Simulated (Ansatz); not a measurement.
The parent structure is CdGeAs$_{2}$ in the chalcopyrite structure (space group I-42d, No. 122).

```yaml
crystal:
  lattice:
    - [-2.99061, 2.99061, 5.64915]
    - [2.99061, -2.99061, 5.64915]
    - [2.99061, 2.99061, -5.64915]
  atoms:
    - { symbol: Cd, position: [0.75000, 0.25000, 0.50000] }
    - { symbol: Cd, position: [0.00000, 0.00000, 0.00000] }
    - { symbol: Ge, position: [0.25000, 0.75000, 0.50000] }
    - { symbol: Ge, position: [0.50000, 0.50000, 0.00000] }
    - { symbol: As, position: [0.15368, 0.12500, 0.52868] }
    - { symbol: As, position: [0.59632, 0.62500, 0.47132] }
    - { symbol: As, position: [0.37500, 0.84632, 0.97132] }
    - { symbol: As, position: [0.87500, 0.40368, 0.02868] }
```

Method: r2SCAN (Ansatz, an electronic-structure program, PAW, scalar-relativistic without spin-orbit coupling).

Base values:

The lattice parameter a is 11.303 bohr and the width of the top valence band is 1.19 eV.

Perturbation: Mg takes the place of Cd on all its sites, then cell and atoms are relaxed.

Question: Predict the new lattice parameter a, electron mass and width of the top valence band.

Answer: The lattice parameter a decreases by 0.038 bohr (11.303 bohr → 11.265 bohr); the electron mass is 0.096 mₑ along c, 0.11 mₑ across (at Γ); the width of the top valence band decreases by 0.266 eV (1.19 eV → 0.93 eV).

The levels and masses belong to the bands next to the band gap. Effective masses come from finite differences of ±0.01 Å⁻¹. No phonon test of stability was made. For MgGeAs2 in this form, whether it has been made was not checked.
